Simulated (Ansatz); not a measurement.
Ge well of 16 atomic layers along [001] in random Si0.2Ge0.8, interfaces sharp

Prepared with Tersoff's 1989 multicomponent potential (SiCGe.tersoff) in LAMMPS: minimisation. Geometry as solved with PBE, support functions at accuracy medium on the grid of 370 eV (Ansatz, a program for electronic structure).

```xyz
720
Lattice="17.11 0.00 0.00 0.00 17.11 0.00 0.00 0.00 57.48" Properties=species:S:1:pos:R:3 pbc="T T T"
Si    -0.01    -0.01    -0.01
Ge     1.41     1.38     1.39
Ge     2.86     2.84    -0.01
Ge     4.30     4.25     1.44
Ge     2.84    -0.06     2.86
Ge     4.30     1.44     4.23
Ge     0.00     2.83     2.83
Ge     1.41     4.28     4.26
Ge     0.02    -0.05     5.64
Ge     1.39     1.45     7.11
Ge     2.85     2.85     5.68
Ge     4.30     4.26     7.12
Ge     2.86     0.05     8.55
Si     4.30     1.42     9.95
Si    -0.04     2.90     8.48
Ge     1.41     4.26     9.90
Ge    -0.02     0.01    11.37
Ge     1.45     1.41    12.80
Ge     2.87     2.84    11.33
Ge     4.24     4.31    12.81
Ge     2.88    -0.03    14.23
Ge     4.27     1.42    15.69
Ge     0.02     2.84    14.25
Ge     1.44     4.31    15.66
Ge     0.00     0.00    17.14
Ge     1.42     1.44    18.58
Ge     2.85     2.87    17.12
Ge     4.28     4.27    18.58
Ge     2.85     0.01    20.03
Ge     4.28     1.42    21.49
Ge     0.00     2.86    20.03
Ge     1.43     4.28    21.49
Ge     0.00     0.00    22.93
Ge     1.42     1.42    24.39
Ge     2.85     2.85    22.94
Ge     4.28     4.28    24.39
Ge     2.85     0.00    25.84
Ge     4.28     1.43    27.29
Ge     0.00     2.85    25.84
Ge     1.43     4.28    27.29
Ge     0.00     0.00    28.75
Ge     1.42     1.43    30.20
Ge     2.85     2.85    28.74
Ge     4.28     4.28    30.20
Ge     2.85     0.00    31.65
Ge     4.27     1.43    33.11
Ge     0.00     2.85    31.65
Ge     1.43     4.28    33.10
Ge     0.00     0.00    34.56
Ge     1.42     1.43    36.01
Ge     2.85     2.86    34.56
Ge     4.28     4.28    36.03
Ge     2.85     0.00    37.45
Ge     4.29     1.41    38.91
Ge    -0.01     2.86    37.47
Ge     1.39     4.31    38.91
Ge    -0.04    -0.02    40.35
Ge     1.41     1.42    41.76
Ge     2.84     2.85    40.33
Ge     4.29     4.28    41.76
Ge     2.85     0.00    43.19
Ge     4.30     1.42    44.61
Ge    -0.03     2.84    43.19
Ge     1.41     4.29    44.59
Si    -0.04     0.00    46.06
Ge     1.40     1.41    47.44
Ge     2.85     2.86    46.03
Ge     4.31     4.32    47.43
Ge     2.86     0.00    48.88
Ge     4.29     1.44    50.31
Ge    -0.02     2.85    48.87
Ge     1.42     4.28    50.31
Ge    -0.02    -0.02    51.75
Ge     1.41     1.41    53.19
Ge     2.85     2.85    51.75
Ge     4.30     4.28    53.17
Ge     2.84    -0.02    54.63
Ge     4.29     1.42    56.03
Ge    -0.02     2.84    54.63
Ge     1.42     4.28    56.04
Ge    -0.02     5.71    -0.02
Ge     1.42     7.13     1.42
Ge     2.85     8.57    -0.01
Ge     4.29     9.99     1.42
Ge     2.85     5.71     2.85
Ge     4.26     7.17     4.27
Ge    -0.01     8.55     2.89
Si     1.43     9.97     4.27
Ge    -0.06     5.70     5.68
Ge     1.44     7.16     7.05
Si     2.82     8.59     5.63
Ge     4.25     9.96     7.07
Ge     2.87     5.73     8.52
Si     4.26     7.11     9.96
Ge     0.00     8.56     8.50
Ge     1.43     9.96     9.96
Ge     0.03     5.71    11.40
Si     1.44     7.09    12.83
Ge     2.85     8.49    11.40
Ge     4.27     9.96    12.82
Si     2.82     5.72    14.21
Ge     4.25     7.10    15.65
Ge     0.01     8.49    14.25
Ge     1.41     9.97    15.69
Ge    -0.02     5.73    17.11
Ge     1.42     7.13    18.58
Ge     2.85     8.54    17.13
Ge     4.28     9.98    18.57
Ge     2.85     5.70    20.03
Ge     4.27     7.13    21.48
Ge     0.00     8.55    20.04
Ge     1.43     9.98    21.48
Ge     0.00     5.70    22.94
Ge     1.43     7.13    24.39
Ge     2.85     8.55    22.94
Ge     4.28     9.98    24.39
Ge     2.85     5.70    25.84
Ge     4.28     7.13    27.29
Ge     0.00     8.56    25.84
Ge     1.43     9.98    27.29
Ge     0.00     5.70    28.74
Ge     1.43     7.13    30.19
Ge     2.85     8.55    28.74
Ge     4.28     9.98    30.20
Ge     2.85     5.70    31.65
Ge     4.28     7.13    33.10
Ge     0.00     8.55    31.65
Ge     1.43     9.98    33.10
Ge     0.00     5.70    34.55
Ge     1.42     7.13    36.00
Ge     2.85     8.55    34.55
Ge     4.28     9.98    36.00
Ge     2.84     5.72    37.47
Ge     4.26     7.16    38.92
Ge     0.01     8.54    37.47
Ge     1.45     9.95    38.92
Si     0.00     5.71    40.34
Ge     1.42     7.14    41.71
Si     2.86     8.56    40.34
Si     4.24     9.93    41.72
Ge     2.85     5.72    43.18
Ge     4.32     7.11    44.63
Ge    -0.06     8.54    43.16
Ge     1.41     9.96    44.59
Ge    -0.04     5.72    46.00
Ge     1.41     7.12    47.46
Ge     2.86     8.55    46.04
Ge     4.32     9.95    47.49
Ge     2.87     5.72    48.89
Ge     4.30     7.18    50.31
Ge     0.00     8.55    48.90
Ge     1.44     9.96    50.36
Ge    -0.01     5.71    51.75
Ge     1.47     7.16    53.15
Si     2.87     8.56    51.74
Ge     4.27     9.96    53.15
Ge     2.87     5.71    54.61
Ge     4.30     7.12    56.05
Ge     0.01     8.57    54.60
Ge     1.41    10.01    56.05
Ge    -0.02    11.47     0.01
Si     1.38    12.85     1.46
Ge     2.82    14.22     0.04
Ge     4.32    15.63     1.44
Ge     2.80    11.41     2.84
Ge     4.26    12.89     4.24
Si     0.03    14.25     2.86
Si     1.43    15.62     4.25
Ge     0.01    11.42     5.62
Ge     1.45    12.86     7.05
Si     2.84    14.30     5.64
Ge     4.24    15.69     7.07
Ge     2.85    11.41     8.52
Ge     4.29    12.83     9.95
Ge     0.01    14.26     8.53
Ge     1.44    15.69     9.97
Ge     0.01    11.39    11.39
Ge     1.43    12.84    12.82
Ge     2.89    14.28    11.42
Si     4.30    15.66    12.84
Ge     2.85    11.40    14.26
Ge     4.30    12.86    15.65
Ge     0.00    14.26    14.25
Ge     1.43    15.68    15.69
Ge    -0.01    11.40    17.13
Ge     1.43    12.82    18.57
Ge     2.86    14.25    17.13
Ge     4.28    15.68    18.58
Ge     2.85    11.40    20.03
Ge     4.28    12.83    21.47
Ge    -0.01    14.25    20.02
Ge     1.42    15.68    21.47
Ge     0.00    11.41    22.93
Ge     1.43    12.83    24.38
Ge     2.85    14.26    22.92
Ge     4.27    15.68    24.38
Ge     2.85    11.41    25.84
Ge     4.28    12.83    27.29
Ge     0.00    14.26    25.84
Ge     1.43    15.68    27.29
Ge     0.00    11.41    28.74
Ge     1.43    12.83    30.20
Ge     2.85    14.26    28.74
Ge     4.28    15.68    30.20
Ge     2.85    11.40    31.65
Ge     4.28    12.83    33.10
Ge     0.00    14.26    31.65
Ge     1.43    15.68    33.10
Ge     0.00    11.40    34.55
Ge     1.42    12.82    36.00
Ge     2.85    14.25    34.55
Ge     4.27    15.68    36.00
Ge     2.84    11.40    37.45
Ge     4.28    12.81    38.89
Ge     0.00    14.25    37.45
Ge     1.42    15.68    38.89
Ge    -0.02    11.36    40.35
Ge     1.41    12.83    41.76
Ge     2.86    14.26    40.33
Ge     4.31    15.71    41.75
Ge     2.87    11.37    43.14
Ge     4.28    12.83    44.60
Ge    -0.05    14.26    43.19
Ge     1.37    15.71    44.64
Ge    -0.02    11.42    46.00
Ge     1.41    12.82    47.47
Ge     2.83    14.26    46.03
Ge     4.30    15.69    47.45
Ge     2.86    11.39    48.91
Ge     4.30    12.83    50.32
Ge    -0.04    14.29    48.85
Ge     1.42    15.68    50.30
Ge    -0.01    11.43    51.76
Ge     1.42    12.84    53.20
Ge     2.85    14.25    51.74
Ge     4.28    15.67    53.18
Ge     2.86    11.40    54.61
Ge     4.29    12.83    56.06
Ge    -0.06    14.23    54.65
Ge     1.38    15.68    56.08
Ge     5.72    -0.02    -0.01
Ge     7.14     1.44     1.43
Ge     8.61     2.82    -0.03
Ge    10.01     4.29     1.43
Ge     8.60     0.02     2.86
Si    10.01     1.45     4.23
Si     5.71     2.84     2.82
Ge     7.13     4.27     4.19
Ge     5.73     0.01     5.68
Si     7.14     1.42     7.08
Ge     8.55     2.81     5.64
Ge     9.96     4.25     7.10
Ge     8.53     0.01     8.48
Ge     9.97     1.42     9.94
Ge     5.75     2.81     8.55
Si     7.11     4.27     9.95
Ge     5.65    -0.01    11.39
Ge     7.11     1.43    12.80
Ge     8.52     2.88    11.35
Ge     9.98     4.28    12.80
Ge     8.54     0.00    14.25
Ge     9.98     1.42    15.69
Ge     5.69     2.87    14.24
Ge     7.13     4.27    15.69
Ge     5.70    -0.01    17.13
Ge     7.13     1.42    18.58
Ge     8.56     2.85    17.14
Ge     9.98     4.28    18.58
Ge     8.56    -0.01    20.02
Ge     9.98     1.42    21.48
Ge     5.70     2.85    20.03
Ge     7.13     4.28    21.48
Ge     5.70     0.00    22.93
Ge     7.13     1.43    24.39
Ge     8.55     2.85    22.93
Ge     9.98     4.28    24.38
Ge     8.55     0.00    25.84
Ge     9.98     1.43    27.29
Ge     5.70     2.85    25.84
Ge     7.13     4.28    27.29
Ge     5.70     0.00    28.74
Ge     7.13     1.43    30.20
Ge     8.55     2.85    28.75
Ge     9.98     4.28    30.20
Ge     8.55     0.00    31.65
Ge     9.98     1.43    33.10
Ge     5.70     2.85    31.65
Ge     7.13     4.28    33.10
Ge     5.70     0.00    34.55
Ge     7.13     1.43    35.99
Ge     8.56     2.86    34.55
Ge     9.99     4.28    36.00
Ge     8.54     0.01    37.46
Ge     9.95     1.46    38.92
Ge     5.71     2.84    37.46
Ge     7.16     4.25    38.91
Si     5.70     0.02    40.33
Ge     7.14     1.42    41.72
Si     8.56     2.85    40.34
Ge     9.94     4.28    41.77
Ge     8.54    -0.02    43.21
Ge     9.96     1.46    44.63
Ge     5.73     2.87    43.19
Ge     7.17     4.32    44.65
Ge     5.76    -0.02    46.02
Ge     7.18     1.46    47.44
Si     8.57     2.89    46.04
Ge    10.01     4.26    47.45
Ge     8.61     0.04    48.91
Si    10.03     1.44    50.30
Ge     5.72     2.87    48.87
Ge     7.16     4.29    50.30
Ge     5.72     0.01    51.76
Ge     7.18     1.42    53.18
Ge     8.60     2.83    51.71
Ge     9.99     4.26    53.19
Ge     8.63    -0.01    54.63
Si    10.02     1.39    56.07
Ge     5.74     2.86    54.60
Ge     7.17     4.29    56.05
Ge     5.75     5.71     0.03
Si     7.17     7.09     1.43
Ge     8.56     8.50     0.00
Ge     9.94    10.02     1.41
Si     8.54     5.69     2.80
Ge     9.94     7.10     4.23
Ge     5.75     8.53     2.82
Ge     7.16    10.02     4.22
Ge     5.71     5.70     5.67
Ge     7.12     7.12     7.11
Ge     8.56     8.56     5.68
Ge    10.03     9.95     7.12
Ge     8.53     5.67     8.55
Ge    10.00     7.14     9.93
Ge     5.65     8.53     8.54
Ge     7.11     9.98     9.94
Ge     5.69     5.70    11.33
Ge     7.13     7.12    12.79
Ge     8.57     8.57    11.37
Ge     9.99    10.03    12.80
Ge     8.55     5.70    14.24
Ge     9.98     7.14    15.69
Ge     5.71     8.55    14.25
Ge     7.15     9.99    15.69
Ge     5.69     5.70    17.12
Ge     7.12     7.13    18.58
Ge     8.55     8.56    17.14
Ge     9.98     9.99    18.58
Ge     8.55     5.70    20.03
Ge     9.98     7.13    21.47
Ge     5.70     8.56    20.03
Ge     7.13     9.98    21.48
Ge     5.70     5.70    22.93
Ge     7.13     7.13    24.38
Ge     8.56     8.55    22.93
Ge     9.98     9.98    24.39
Ge     8.55     5.70    25.84
Ge     9.98     7.13    27.29
Ge     5.71     8.55    25.84
Ge     7.13     9.98    27.29
Ge     5.70     5.70    28.75
Ge     7.13     7.13    30.20
Ge     8.55     8.55    28.75
Ge     9.98     9.98    30.20
Ge     8.55     5.70    31.65
Ge     9.98     7.13    33.11
Ge     5.70     8.55    31.66
Ge     7.13     9.98    33.11
Ge     5.70     5.70    34.56
Ge     7.12     7.12    36.01
Ge     8.56     8.55    34.57
Ge     9.99     9.98    36.01
Ge     8.56     5.70    37.46
Ge     9.97     7.15    38.91
Ge     5.70     8.55    37.46
Ge     7.15     9.94    38.92
Ge     5.73     5.71    40.33
Ge     7.18     7.13    41.76
Si     8.56     8.54    40.33
Ge     9.96     9.95    41.73
Si     8.56     5.70    43.19
Ge     9.99     7.04    44.62
Ge     5.69     8.57    43.14
Ge     7.13     9.97    44.60
Si     5.74     5.73    46.06
Si     7.08     7.12    47.47
Ge     8.52     8.49    46.05
Ge     9.97     9.96    47.45
Ge     8.56     5.75    48.87
Si     9.94     7.14    50.32
Si     5.74     8.52    48.87
Ge     7.15     9.92    50.30
Ge     5.74     5.73    51.75
Ge     7.20     7.17    53.16
Si     8.60     8.54    51.71
Ge     9.98     9.97    53.14
Ge     8.61     5.74    54.64
Si    10.02     7.11    56.08
Ge     5.71     8.56    54.60
Ge     7.14     9.98    56.05
Ge     5.75    11.44     0.03
Si     7.14    12.84     1.47
Ge     8.55    14.23     0.03
Ge    10.03    15.70     1.40
Si     8.54    11.45     2.81
Ge     9.96    12.86     4.21
Si     5.74    14.23     2.83
Ge     7.15    15.64     4.25
Ge     5.69    11.42     5.66
Ge     7.17    12.85     7.06
Si     8.56    14.25     5.64
Ge     9.96    15.67     7.04
Ge     8.57    11.39     8.52
Ge    10.01    12.81     9.96
Ge     5.70    14.26     8.50
Ge     7.12    15.70     9.95
Ge     5.70    11.41    11.40
Ge     7.10    12.87    12.85
Ge     8.56    14.26    11.39
Ge    10.01    15.65    12.86
Ge     8.59    11.46    14.28
Si    10.02    12.86    15.67
Si     5.68    14.29    14.23
Ge     7.10    15.65    15.66
Ge     5.71    11.42    17.12
Ge     7.14    12.83    18.57
Ge     8.58    14.23    17.09
Ge     9.98    15.67    18.56
Ge     8.55    11.41    20.04
Ge     9.98    12.83    21.49
Ge     5.71    14.26    20.02
Ge     7.13    15.68    21.48
Ge     5.70    11.41    22.93
Ge     7.13    12.83    24.39
Ge     8.55    14.26    22.94
Ge     9.98    15.68    24.39
Ge     8.55    11.40    25.84
Ge     9.98    12.83    27.29
Ge     5.70    14.26    25.84
Ge     7.13    15.68    27.29
Ge     5.70    11.40    28.74
Ge     7.13    12.83    30.20
Ge     8.55    14.26    28.74
Ge     9.98    15.68    30.20
Ge     8.55    11.40    31.65
Ge     9.98    12.83    33.10
Ge     5.70    14.26    31.65
Ge     7.13    15.68    33.10
Ge     5.70    11.41    34.55
Ge     7.13    12.83    36.01
Ge     8.55    14.26    34.56
Ge     9.97    15.69    36.01
Ge     8.55    11.39    37.46
Ge     9.99    12.83    38.89
Ge     5.71    14.26    37.46
Ge     7.10    15.71    38.92
Ge     5.67    11.36    40.34
Ge     7.11    12.82    41.76
Ge     8.55    14.26    40.33
Ge    10.01    15.66    41.79
Ge     8.57    11.41    43.18
Ge     9.98    12.88    44.61
Ge     5.74    14.29    43.21
Si     7.17    15.66    44.63
Ge     5.72    11.41    46.04
Ge     7.17    12.87    47.43
Si     8.55    14.29    46.01
Ge     9.96    15.66    47.45
Ge     8.56    11.41    48.89
Ge    10.00    12.80    50.38
Ge     5.73    14.27    48.89
Ge     7.16    15.69    50.34
Ge     5.75    11.40    51.76
Si     7.13    12.82    53.18
Ge     8.57    14.26    51.81
Si     9.99    15.71    53.17
Ge     8.54    11.41    54.57
Ge     9.97    12.83    56.02
Ge     5.73    14.23    54.59
Ge     7.16    15.66    56.03
Si    11.41     0.04     0.00
Si    12.75     1.42     1.42
Ge    14.19     2.82     0.03
Ge    15.66     4.27     1.42
Ge    14.21     0.01     2.79
Ge    15.66     1.41     4.26
Si    11.40     2.82     2.83
Ge    12.82     4.24     4.25
Ge    11.41     0.04     5.65
Si    12.83     1.42     7.08
Ge    14.26     2.85     5.74
Si    15.66     4.29     7.14
Ge    14.24     0.04     8.49
Ge    15.70     1.47     9.90
Ge    11.44     2.82     8.50
Ge    12.86     4.29     9.92
Ge    11.39    -0.01    11.39
Ge    12.83     1.42    12.81
Ge    14.27     2.86    11.38
Ge    15.70     4.29    12.83
Ge    14.21    -0.04    14.28
Ge    15.67     1.41    15.69
Ge    11.41     2.85    14.25
Ge    12.83     4.28    15.70
Ge    11.43    -0.04    17.10
Ge    12.83     1.41    18.57
Ge    14.26     2.85    17.14
Ge    15.69     4.28    18.57
Ge    14.26     0.00    20.03
Ge    15.68     1.43    21.48
Ge    11.40     2.84    20.02
Ge    12.83     4.27    21.47
Ge    11.41     0.00    22.94
Ge    12.83     1.43    24.39
Ge    14.26     2.85    22.93
Ge    15.68     4.28    24.39
Ge    14.26     0.00    25.84
Ge    15.68     1.42    27.29
Ge    11.40     2.85    25.84
Ge    12.83     4.28    27.29
Ge    11.41     0.00    28.74
Ge    12.83     1.43    30.20
Ge    14.26     2.85    28.74
Ge    15.68     4.28    30.20
Ge    14.26     0.00    31.66
Ge    15.68     1.43    33.11
Ge    11.41     2.85    31.65
Ge    12.83     4.28    33.10
Ge    11.40     0.00    34.55
Ge    12.82     1.43    36.00
Ge    14.25     2.86    34.56
Ge    15.68     4.29    36.01
Ge    14.25     0.01    37.45
Ge    15.65     1.45    38.92
Ge    11.40     2.85    37.46
Ge    12.84     4.26    38.91
Ge    11.40     0.03    40.34
Ge    12.87     1.48    41.74
Si    14.26     2.88    40.32
Ge    15.68     4.29    41.73
Ge    14.28    -0.01    43.15
Ge    15.65     1.43    44.66
Ge    11.43     2.89    43.22
Si    12.84     4.28    44.65
Ge    11.40     0.00    46.03
Ge    12.81     1.47    47.47
Si    14.20     2.87    46.02
Ge    15.63     4.26    47.41
Ge    14.27    -0.02    48.84
Ge    15.66     1.42    50.32
Si    11.38     2.83    48.90
Ge    12.77     4.25    50.30
Ge    11.40     0.03    51.76
Si    12.81     1.42    53.19
Ge    14.19     2.82    51.76
Ge    15.66     4.26    53.18
Ge    14.22     0.02    54.58
Ge    15.66     1.39    56.08
Ge    11.40     2.80    54.63
Ge    12.79     4.28    56.07
Si    11.38     5.71    -0.02
Ge    12.80     7.13     1.37
Ge    14.23     8.59    -0.05
Ge    15.68     9.99     1.42
Ge    14.25     5.73     2.85
Si    15.67     7.12     4.26
Ge    11.38     8.57     2.82
Ge    12.84     9.99     4.26
Ge    11.39     5.69     5.68
Ge    12.85     7.10     7.15
Ge    14.27     8.52     5.67
Ge    15.68    10.00     7.07
Si    14.29     5.67     8.51
Ge    15.67     7.10     9.92
Si    11.42     8.54     8.53
Ge    12.78     9.99     9.95
Ge    11.42     5.70    11.37
Ge    12.84     7.13    12.82
Ge    14.25     8.55    11.36
Ge    15.69     9.95    12.82
Ge    14.29     5.73    14.29
Si    15.69     7.13    15.69
Ge    11.40     8.57    14.24
Ge    12.83     9.98    15.70
Ge    11.40     5.71    17.14
Ge    12.84     7.13    18.57
Ge    14.29     8.53    17.11
Ge    15.68     9.97    18.58
Ge    14.26     5.70    20.03
Ge    15.68     7.13    21.49
Ge    11.42     8.56    20.02
Ge    12.83     9.98    21.48
Ge    11.40     5.70    22.92
Ge    12.83     7.13    24.38
Ge    14.26     8.56    22.93
Ge    15.68     9.98    24.39
Ge    14.25     5.70    25.84
Ge    15.68     7.13    27.29
Ge    11.40     8.55    25.84
Ge    12.83     9.98    27.29
Ge    11.40     5.70    28.74
Ge    12.83     7.13    30.20
Ge    14.26     8.55    28.74
Ge    15.68     9.98    30.20
Ge    14.26     5.70    31.65
Ge    15.68     7.13    33.10
Ge    11.41     8.55    31.65
Ge    12.83     9.98    33.11
Ge    11.41     5.71    34.55
Ge    12.83     7.13    36.01
Ge    14.26     8.55    34.56
Ge    15.69     9.98    36.02
Ge    14.26     5.71    37.48
Ge    15.69     7.14    38.96
Ge    11.42     8.56    37.47
Ge    12.88     9.95    38.93
Ge    11.40     5.71    40.33
Ge    12.86     7.14    41.76
Si    14.29     8.57    40.37
Si    15.65     9.96    41.74
Ge    14.25     5.69    43.23
Si    15.67     7.12    44.60
Ge    11.39     8.54    43.19
Ge    12.83     9.98    44.60
Si    11.43     5.64    46.02
Ge    12.78     7.09    47.44
Ge    14.25     8.51    46.02
Ge    15.67     9.97    47.45
Ge    14.22     5.67    48.88
Ge    15.65     7.12    50.32
Ge    11.37     8.52    48.91
Ge    12.79     9.99    50.34
Ge    11.35     5.72    51.72
Ge    12.79     7.13    53.19
Ge    14.23     8.56    51.76
Ge    15.66    10.00    53.19
Ge    14.23     5.69    54.61
Ge    15.67     7.14    56.01
Ge    11.39     8.56    54.66
Si    12.82     9.99    56.03
Ge    11.42    11.40    -0.04
Ge    12.81    12.86     1.42
Ge    14.27    14.26    -0.02
Ge    15.73    15.68     1.42
Ge    14.28    11.45     2.85
Si    15.73    12.86     4.22
Si    11.39    14.26     2.82
Ge    12.81    15.65     4.23
Ge    11.42    11.43     5.68
Si    12.84    12.84     7.07
Ge    14.27    14.21     5.65
Ge    15.67    15.67     7.09
Ge    14.21    11.42     8.49
Ge    15.67    12.82     9.95
Ge    11.42    14.24     8.47
Ge    12.83    15.69     9.93
Si    11.40    11.41    11.38
Ge    12.78    12.83    12.82
Ge    14.23    14.25    11.38
Ge    15.66    15.69    12.82
Ge    14.25    11.40    14.24
Ge    15.66    12.84    15.69
Si    11.40    14.24    14.30
Si    12.79    15.64    15.66
Ge    11.38    11.43    17.11
Ge    12.82    12.84    18.57
Ge    14.22    14.28    17.10
Ge    15.67    15.68    18.57
Ge    14.25    11.41    20.02
Ge    15.68    12.83    21.47
Ge    11.40    14.26    20.03
Ge    12.83    15.68    21.48
Ge    11.40    11.41    22.94
Ge    12.83    12.83    24.39
Ge    14.25    14.25    22.93
Ge    15.68    15.68    24.38
Ge    14.26    11.41    25.84
Ge    15.68    12.83    27.29
Ge    11.41    14.26    25.84
Ge    12.83    15.68    27.29
Ge    11.40    11.40    28.74
Ge    12.83    12.83    30.20
Ge    14.26    14.26    28.75
Ge    15.68    15.68    30.20
Ge    14.26    11.40    31.65
Ge    15.68    12.83    33.10
Ge    11.40    14.26    31.65
Ge    12.83    15.68    33.10
Ge    11.40    11.41    34.55
Ge    12.83    12.83    36.00
Ge    14.26    14.26    34.56
Ge    15.68    15.68    36.01
Ge    14.26    11.40    37.46
Ge    15.68    12.83    38.91
Ge    11.41    14.26    37.45
Ge    12.83    15.70    38.89
Ge    11.42    11.40    40.33
Ge    12.82    12.85    41.79
Ge    14.26    14.28    40.35
Si    15.68    15.68    41.76
Ge    14.29    11.40    43.18
Si    15.68    12.83    44.59
Si    11.41    14.25    43.19
Ge    12.82    15.67    44.58
Ge    11.40    11.42    46.03
Ge    12.84    12.84    47.46
Ge    14.30    14.26    46.01
Si    15.70    15.71    47.41
Ge    14.24    11.40    48.90
Ge    15.65    12.86    50.33
Ge    11.40    14.25    48.91
Ge    12.84    15.68    50.34
Si    11.41    11.39    51.77
Ge    12.82    12.84    53.16
Si    14.23    14.24    51.74
Ge    15.63    15.64    53.16
Ge    14.23    11.42    54.65
Si    15.65    12.83    56.05
Ge    11.38    14.31    54.59
Ge    12.80    15.73    56.06
```
